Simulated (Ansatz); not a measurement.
Hf₃Ge (model structure, started from the A15 type, Pm-3n, No. 223, 8 atoms in the cell): properties by level of theory

```tsv
level (code)	equilibrium lattice constant a (Å)	formation enthalpy (eV/atom)
PBE (Ansatz)	5.447	(withheld)
PBEsol (Ansatz)	5.370	(withheld)
PBE-D3(BJ) (Ansatz)	(withheld)	-0.271
```

Task: What belongs in the gaps?

Result: 
- PBE (Ansatz, a program for electronic structure), formation enthalpy (eV/atom): -0.220
- PBEsol (Ansatz), formation enthalpy (eV/atom): -0.279
- PBE-D3(BJ) (Ansatz), equilibrium lattice constant a (Å): 5.387

Ansatz's density-functional and Hartree–Fock values are scalar-relativistic unless marked +SOC, with PAW data made under PBE.

The computed numbers hold no vibrational or temperature effects.

A model structure was made by putting elements into a prototype or built by hand; it is no filed structure, need not be a known phase, and can be a saddle point held by its symmetry.
